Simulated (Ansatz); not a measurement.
An Ansatz (a quantum-chemistry and plane-wave program) run: hypothetical P6_3/mmc PbS; DFT with PBEsol, PAW potentials and a 420 eV plane-wave cutoff in Ansatz, no spin-orbit coupling.

Input:

Ansatz 0.2 input:
```yaml
crystal:
  lattice:
    - [4.9510896316, 0, 0]
    - [-2.4755448158, 4.2877693974, 0]
    - [0, 0, 5.9161096967]
  atoms:
    - { symbol: Pb, position: [0.6666666667, 0.3333333333, 0.25] }
    - { symbol: Pb, position: [0.3333333333, 0.6666666667, 0.75] }
    - { symbol: S, position: [0.6666666667, 0.3333333333, 0.75] }
    - { symbol: S, position: [0.3333333333, 0.6666666667, 0.25] }
basis: { ecutwfc: 420, ecutrho_ratio: 4, xc_grid: 2, fft_grid_basis: typed }
kpoints: { mp_grid: { grid: [8, 8, 6] } }
hamiltonian:
  xc: pbesol
  dispersion: none
  pseudopotentials: { kind: paw }
scf: { occupations: { method: fermi_dirac, width: 0.05 }, convergence: { dr2_threshold: 0.0000000004 } }
output: { forces: true, stress: true }
```

Output (explanatory and most iteration lines left out):

```
Pseudopotential: Pb, paw, valence charge 14
Pseudopotential: S, paw, valence charge 6
Crystal: 4 atoms, lattice volume = 125.594 Å³
Basis set: ecut = 420 eV, 2449 PW (Γ), exchange–correlation on 72×72×80 points (8 copies of the dense FFT grid, shifted against one another)
Bands: 24, of which v1, the nominal top of the filled ones, is band 20 counted from 1 (19 counted from 0)
Symmetry: 24 space group operations
Space group: P63/mmc (ITA 194), of the structure as read, at distance tolerance 5.0e-5 Å
k-points: 40 of 384
Functional: x = pbesol(κ = 0.804, μ = 0.12345679012345678), c = pbesol(β = 0.046)
SCF iter   1: F=—  HF=-25281.384851 eV  |F-HF|=—  |Δ(HF+E_count)|=         —  Δρ=3.24e-3  dr2=2.19e-2  ethr=1.77e-3  ⟨swp⟩=6.5  Hψ=4781  notcnv=0
SCF iter   2: F=—  HF=-25281.378137 eV  |F-HF|=—  |Δ(HF+E_count)|=   6.71e-3  Δρ=1.08e-3  dr2=1.34e-3  ethr=5.48e-5  ⟨swp⟩=2.0  Hψ=1511  notcnv=0
SCF 1 converged in 8 iterations: F = -25281.378506 eV  dr2 = 8.19e-11
SCF converged after 8 iterations
Free energy (F): -25281.378506 eV
Internal energy: -25281.378506 eV  (E = F + TS)
E sigma→0 (E₀):  -25281.378506 eV
Entropy (-TS):   -0.000000 eV (-0.000 meV/atom)
Fermi energy:    6.723910 eV
--- Forces (eV/Å), atoms counted from 1 ---
  atom   1  Pb    -0.00000000    -0.00000000     0.00000000
  atom   2  Pb    -0.00000000     0.00000000     0.00000000
  atom   3  S     -0.00000000    -0.00000000     0.00000000
  atom   4  S     -0.00000000     0.00000000     0.00000000
--- Stress (GPa, compression-positive) ---
       -0.006958      -0.000000      -0.000000
        0.000000      -0.006958      -0.000000
       -0.000000      -0.000000      -0.005790
  P = ⅓ Tr σ = -0.0066 GPa (-0.066 kbar)
```

With Pb present, leaving out spin-orbit coupling can change the band edges. Whether these cells are dynamically stable was not tested. The base started in P6_3mc and relaxed to P6_3/mmc at this level. The cell is PbS (space group P6_3/mmc, No. 194; a hypothetical phase, not in the database extracts checked).
